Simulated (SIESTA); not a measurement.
Input and output of a self-consistent single point for Mo₃Si (Pm-3n, 8 atoms in the cell) (SIESTA).

Method of the run: GGA PBE with spin-orbit coupling, numerical atomic orbitals TZP, PseudoDojo PBE fully relativistic norm-conserving potentials (rewritten from UPF to PSML) (SIESTA 5.4.2).

```xyz
8
Lattice="4.9389 0.0000 0.0000 0.0000 4.9389 0.0000 0.0000 0.0000 4.9389" Properties=species:S:1:pos:R:3 pbc="T T T"
Si     2.4695     2.4695     2.4695
Si     0.0000     0.0000     0.0000
Mo     1.2347     0.0000     2.4695
Mo     2.4695     1.2347     0.0000
Mo     2.4695     3.7042     0.0000
Mo     3.7042     0.0000     2.4695
Mo     0.0000     2.4695     3.7042
Mo     0.0000     2.4695     1.2347
```

Reference input (self-consistent single point, DFT, GGA PBE, numerical atomic orbitals TZP, PseudoDojo PBE standard norm-conserving potentials (rewritten from UPF to PSML)): XC.functional = GGA; XC.authors = PBE; potentials = PseudoDojo PBE standard; PAO.BasisSize = TZP; PAO.EnergyShift = 0.005 Ry; MeshCutoff = 300 Ry; kgrid.MonkhorstPack = 5 5 5; OccupationFunction = MP; OccupationMPOrder = 0; ElectronicTemperature = 200 meV; MaxSCFIterations = 150; SCF.Mixer.Method = Broyden. This run's input differs from it in these lines:

```diff
@@ -1,2 +1,2 @@
-# files in the folder: Si.psml Mo.psml (PseudoDojo PBE standard)
+# files in the folder: Si.psml Mo.psml (PseudoDojo PBE fully relativistic)
 SystemName  Mo3Si
@@ -41,2 +41,13 @@
 ElectronicTemperature        200.0 meV
+Spin                         spin-orbit
+%block DM.InitSpin
+  1 0.00 0.00 0.00
+  2 0.00 0.00 0.00
+  3 0.00 0.00 0.00
+  4 0.00 0.00 0.00
+  5 0.00 0.00 0.00
+  6 0.00 0.00 0.00
+  7 0.00 0.00 0.00
+  8 0.00 0.00 0.00
+%endblock DM.InitSpin
```

The program printed (abridged):

```
        iscf     Eharris(eV)        E_KS(eV)     FreeEng(eV)     dDmax    Ef(eV) dHmax(eV)
   scf:    1   -11613.349108   -11691.402798   -11691.475960  0.733479 -3.436301  7.336006
     spin moment: {S} , |S| = {    0.00000   -0.00000    0.00000 }     0.00000
   scf:    2   -11706.813917   -11700.176389   -11700.245483  0.132121 -3.987610  3.737589
     spin moment: {S} , |S| = {   -0.00000    0.00000   -0.00000 }     0.00000
   scf:    3   -11703.626526   -11702.587957   -11702.658698  0.113699 -4.534841  0.746430
     spin moment: {S} , |S| = {    0.00000   -0.00000    0.00000 }     0.00000
   [... lines left out ...]
     spin moment: {S} , |S| = {   -0.00000   -0.00000    0.00000 }     0.00000
   scf:    6   -11702.738436   -11702.736212   -11702.808371  0.003167 -4.692624  0.050046
     spin moment: {S} , |S| = {    0.00000   -0.00000   -0.00000 }     0.00000
   scf:    7   -11702.737453   -11702.736654   -11702.808860  0.003075 -4.710871  0.000185
     spin moment: {S} , |S| = {   -0.00000   -0.00000    0.00000 }     0.00000
   scf:    8   -11702.736653   -11702.736653   -11702.808860  0.000010 -4.710889  0.000159
     spin moment: {S} , |S| = {    0.00000    0.00000    0.00000 }     0.00000
SCF Convergence by DM+H criterion
max |DM_out - DM_in|         :     0.0000096102
max |H_out - H_in|      (eV) :     0.0001585448
SCF cycle converged after 8 iterations

Using DM_out to compute the final energy and forces

siesta: E_KS(eV) =           -11702.7367

siesta: E_KS - E_eggbox =    -11702.7367

siesta: Atomic forces (eV/Ang):
     1   -0.000000   -0.000000    0.000000
     2    0.000000    0.000000   -0.000000
     3   -0.000008    0.000000    0.000000
     4   -0.000000    0.000008   -0.000000
     5   -0.000000   -0.000008   -0.000000
     6    0.000008    0.000000    0.000000
     7    0.000000   -0.000000    0.000000
     8    0.000000   -0.000000   -0.000000
   Tot    0.000000    0.000000    0.000000
   Max    0.000008
   Res    0.000003    sqrt( Sum f_i^2 / 3N )
   Max    0.000008    constrained

   [... lines left out ...]
siesta: FreeEng =    -11702.808860
   [... lines left out ...]
siesta:     0.028128   -0.000000   -0.000000
siesta:    -0.000000    0.028128   -0.000000
siesta:    -0.000000   -0.000000    0.028128

siesta: Cell volume =        120.473270 Ang**3

siesta: Pressure (static):
siesta:                Solid            Molecule  Units
siesta:          -0.00030635         -0.00030635  Ry/Bohr**3
siesta:          -0.02812780         -0.02812780  eV/Ang**3
siesta:         -45.06570426        -45.06570292  kBar
```

The run converged in 8 iterations. Against the reference run the pressure goes from -4.27 to -4.51 GPa.

The starting cell has typed, rounded lattice constants, without a prior relaxation at this level. Its lattice was rescaled by a random factor within 2.5 % of one. Values carry the incompleteness of an atom-centred basis. With a pressure of about -5 GPa the cell is away from its equilibrium volume at this level.

Cost on one core of a shared machine: roughly 5 min.
